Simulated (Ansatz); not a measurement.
Consider InAs in the zinc blende structure (space group F-43m, No. 216; a = 6.0873 Å).

Structures relaxed with plane-wave PAW DFT at the PBEsol level (Ansatz, a first-principles code, 420 eV), scalar-relativistic without spin-orbit coupling.

Base:

Simulated powder pattern, Cu Kα1, λ = 1.54056 Å (kinematic, ideal powder, no thermal factors, no anomalous dispersion; the 10 strongest lines at most, above 2 %, up to 2θ = 90°):

| 2θ (°) | I/Imax (%) | hkl |
|---|---|---|
| 25.32 | 100 | (111) |
| 29.32 | 4.1 | (200) |
| 41.94 | 74 | (220) |
| 49.63 | 47 | (311) |
| 60.82 | 12 | (400) |
| 66.95 | 19 | (331) |
| 76.62 | 24 | (422) |
| 82.22 | 14 | (333) |

After one change:

Simulated powder pattern, Cu Kα1, λ = 1.54056 Å (kinematic, ideal powder, no thermal factors, no anomalous dispersion; the 10 strongest lines at most, above 2 %, up to 2θ = 90°):

```csv
2θ (°),I/Imax (%)
24.94,100
28.88,4.1
41.30,75
48.85,47
59.83,12
65.83,19
75.29,24
80.75,14
89.70,8.0
```

Task: Name the change that was made.
A) isotropic strain −2.00 %
B) isotropic strain +1.50 %
C) isotropic strain +0.50 %
D) isotropic strain −0.50 %

Result: B, isotropic strain +1.50 %. Its volume per atom is 29.48 Å³ against 28.20 Å³, and its space group is F-43m (No. 216).

Stability against distortions was not tested. The final runs are not spin-polarised.
